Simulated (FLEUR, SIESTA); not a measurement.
A FLEUR input for a self-consistent single point of K3I2Br (P-3m1, 6 atoms in the cell) (DFT, PBEsol, all-electron FLAPW (FLEUR), scalar-relativistic valence):

Input of the input generator:

```
K3I2Br
&input film=f /
4.8988700751 -0.0000000174 0.0000000000
-2.4494350225 4.2425459436 0.0000000000
0.0000000000 0.0000000000 12.0428500000
1.8897261246
1.0 1.0 1.0

6
19 0.0000000000 0.0000000000 0.5000000000
19 0.3333333333 0.6666666667 0.1513300000
19 0.6666666667 0.3333333333 0.8486700000
53 0.3333333333 0.6666666667 0.6738300000
53 0.6666666667 0.3333333333 0.3261700000
35 0.0000000000 0.0000000000 0.0000000000

&comp jspins=1 /
&exco xctyp='PBEs' /
&kpt div1=5 div2=5 div3=2 gamma=t /
&end /
```

```xml
<?xml version="1.0" encoding="UTF-8" standalone="no"?>
<fleurInput fleurInputVersion="0.39">
   <comment>
      K3I2Br                                                                                              
   </comment>
   <calculationSetup>
      <cutoffs Kmax="3.8" Gmax="11.4" GmaxXC="11.4" numbands="0"/>
      <scfLoop itmax="60" minDistance="0.00001" maxIterBroyd="15" imix="Anderson" alpha="0.05" precondParam="0.0" spinf="2.0"/>
      <coreElectrons ctail="T" frcor="F" kcrel="0" coretail_lmax="0"/>
      <xcFunctional name="PBEs" relativisticCorrections="F"/>
      <magnetism jspins="1"/>
      <soc l_soc="F" theta="0.0" phi="0.0" spav="F"/>
      <expertModes spex="0" secvar="F"/>
      <geometryOptimization l_f="T" forcealpha="1.0" forcemix="BFGS" epsdisp="0.00001" epsforce="0.00001"/>
      <ldaU l_linMix="F" mixParam="0.05" spinf="1.0"/>
   </calculationSetup>
   <cell>
      <bzIntegration valenceElectrons="68.0" mode="hist" fermiSmearingEnergy="0.0001">
         <kPointListSelection listName="default-1"/>
         <!-- k-points included here -->
         <xi:include xmlns:xi="http://www.w3.org/2001/XInclude" href="kpts.xml"> </xi:include>
      </bzIntegration>
      <!-- symmetry operations included here -->
      <xi:include xmlns:xi="http://www.w3.org/2001/XInclude" href="sym.xml"> </xi:include>
      <bulkLattice scale="1.0">
         <bravaisMatrix>
            <row-1>    9.2575227619376328    -0.0000000328812346     0.0000000000000000</row-1>
            <row-2>   -4.6287613525284383     8.0172499044366763     0.0000000000000000</row-2>
            <row-3>    0.0000000000000000     0.0000000000000000    22.7576882596391066</row-3>
         </bravaisMatrix>
      </bulkLattice>
   </cell>
   <atomSpecies>
      <species name="Potassium (K)" element="K" atomicNumber="19">
         <mtSphere radius="2.68" gridPoints="925" logIncrement="0.013"/>
         <atomicCutoffs lmax="10" lnonsphr="8"/>
         <electronConfig flipSpins="F">
            <coreConfig>(1s1/2) (2s1/2) (2p1/2) (2p3/2)</coreConfig>
            <valenceConfig>(3s1/2) (3p1/2) (3p3/2) (4s1/2)</valenceConfig>
            <stateOccupation state="(4s1/2)" spinUp="0.5" spinDown="0.5"/>
         </electronConfig>
         <energyParameters s="4" p="4" d="3" f="4"/>
         <lo type="SCLO" l="0" n="3" eDeriv="0"/>
         <lo type="SCLO" l="1" n="3" eDeriv="0"/>
      </species>
      <species name="Iodine (I)" element="I" atomicNumber="53">
         <mtSphere radius="2.68" gridPoints="925" logIncrement="0.014"/>
         <atomicCutoffs lmax="10" lnonsphr="8"/>
         <electronConfig flipSpins="F">
            <coreConfig>(1s1/2) (2s1/2) (2p1/2) (2p3/2) (3s1/2) (3p1/2) (3p3/2) (4s1/2) (3d3/2) (3d5/2) (4p1/2) (4p3/2)</coreConfig>
            <valenceConfig>(5s1/2) (4d3/2) (4d5/2) (5p1/2) (5p3/2)</valenceConfig>
            <stateOccupation state="(5p1/2)" spinUp="0.8333333333333" spinDown="0.8333333333333"/>
            <stateOccupation state="(5p3/2)" spinUp="1.6666666666667" spinDown="1.6666666666667"/>
         </electronConfig>
         <energyParameters s="5" p="5" d="5" f="4"/>
         <lo type="SCLO" l="2" n="4" eDeriv="0"/>
      </species>
      <species name="Bromine (Br)" element="Br" atomicNumber="35">
         <mtSphere radius="2.68" gridPoints="925" logIncrement="0.014"/>
         <atomicCutoffs lmax="10" lnonsphr="8"/>
         <electronConfig flipSpins="F">
            <coreConfig>(1s1/2) (2s1/2) (2p1/2) (2p3/2) (3s1/2) (3p1/2) (3p3/2) (3d3/2) (3d5/2)</coreConfig>
            <valenceConfig>(4s1/2) (4p1/2) (4p3/2)</valenceConfig>
            <stateOccupation state="(4p1/2)" spinUp="0.8333333333333" spinDown="0.8333333333333"/>
            <stateOccupation state="(4p3/2)" spinUp="1.6666666666667" spinDown="1.6666666666667"/>
         </electronConfig>
         <energyParameters s="4" p="4" d="4" f="4"/>
      </species>
   </atomSpecies>
   <atomGroups>
      <atomGroup species="Potassium (K)">
         <relPos label="                   1">.0000000000 .0000000000 1.000/2.000</relPos>
         <force calculate="T" relaxXYZ="TTT"/>
      </atomGroup>
      <atomGroup species="Potassium (K)">
         <relPos label="                   2">1.000/3.000 -1.000/3.000 .1513300000</relPos>
         <relPos label="                   3">-1.000/3.000 1.000/3.000 -.1513300000</relPos>
         <force calculate="T" relaxXYZ="TTT"/>
      </atomGroup>
      <atomGroup species="Iodine (I)">
         <relPos label="                   4">1.000/3.000 -1.000/3.000 -.3261700000</relPos>
         <relPos label="                   5">-1.000/3.000 1.000/3.000 .3261700000</relPos>
         <force calculate="T" relaxXYZ="TTT"/>
      </atomGroup>
      <atomGroup species="Bromine (Br)">
         <relPos label="                   6">.0000000000 .0000000000 .0000000000</relPos>
         <force calculate="T" relaxXYZ="TTT"/>
      </atomGroup>
   </atomGroups>
   <output dos="F" band="F" slice="F">
      <checks vchk="F" cdinf="F"/>
      <bandDOS minEnergy="-.5*Htr" maxEnergy="0.5*Htr" sigma="0.015" storeEVData="T"/>
      <vacuumDOS vacdos="F" integ="F" star="F" nstars="0" locx1="0.0" locy1="0.0" locx2="0.0" locy2="0.0" nstm="0" tworkf="0.0"/>
      <unfoldingBand unfoldBand="F" supercellX="1" supercellY="1" supercellZ="1"/>
      <plotting iplot="0" polar="F">
         <plot TwoD="T" vec1="  1.0  0.0  0.0" vec2="  0.0  1.0  0.0" vec3="  0.0  0.0  1.0" zero="  0.0  0.0  0.0" file="plot"/>
      </plotting>
      <chargeDensitySlicing numkpt="0" minEigenval="0.0" maxEigenval="0.0" nnne="0" pallst="F"/>
      <specialOutput eonly="F"/>
      <magneticCircularDichroism mcd="F" energyLo="-10.0" energyUp="0.0"/>
   </output>
  <!-- We include the file relax.xml here to enable relaxations (see documentation) -->
  <xi:include xmlns:xi="http://www.w3.org/2001/XInclude" href="relax.xml"> <xi:fallback/> </xi:include>
</fleurInput>
```

Problem. Write the same calculation as an input for SIESTA.

Solution. One input that does it (others would too):

```
# files in the folder: K.psml I.psml Br.psml (PseudoDojo PBEsol standard)
SystemName  K3I2Br
SystemLabel siesta

NumberOfAtoms                6
NumberOfSpecies              3
%block ChemicalSpeciesLabel
  1 19 K
  2 53 I
  3 35 Br
%endblock ChemicalSpeciesLabel
LatticeConstant              1.0 Ang
%block LatticeVectors
     4.898870000    0.000000000    0.000000000
    -2.449435000    4.242546000    0.000000000
     0.000000000    0.000000000   12.042850000
%endblock LatticeVectors
AtomicCoordinatesFormat      Bohr
%block AtomicCoordinatesAndAtomicSpecies
     0.000000000    0.000000000   11.378844130  1
    -0.000004629    5.344836013    3.443920964  1
     4.628765939    2.672413998   19.313767296  1
    -0.000004629    5.344836013   15.334813080  2
     4.628765939    2.672413998    7.422875180  2
     0.000000000    0.000000000    0.000000000  3
%endblock AtomicCoordinatesAndAtomicSpecies

XC.functional                GGA
XC.authors                   PBEsol
PAO.BasisSize                TZP
PAO.EnergyShift              0.01 Ry
MeshCutoff                   350 Ry
%block kgrid.MonkhorstPack
    5   0   0  0.0
    0   5   0  0.0
    0   0   2  0.0
%endblock kgrid.MonkhorstPack
OccupationFunction           FD
ElectronicTemperature        10 K

MaxSCFIterations             150
SCF.Mixer.Method             Pulay
SCF.Mixer.Weight             0.1
SCF.Mixer.History            8
SCF.DM.Tolerance             1.0E-05
Diag.ParallelOverK           true
WriteForces                  true
```

Basis settings and potentials, where a program has them, do not carry over. This input uses DFT, GGA PBEsol, numerical atomic orbitals TZP, PseudoDojo PBEsol standard norm-conserving potentials (rewritten from UPF to PSML).

The starting cell comes from a database of computed structures (which also holds hypothetical and non-ambient phases and stackings), without a prior relaxation at this level.
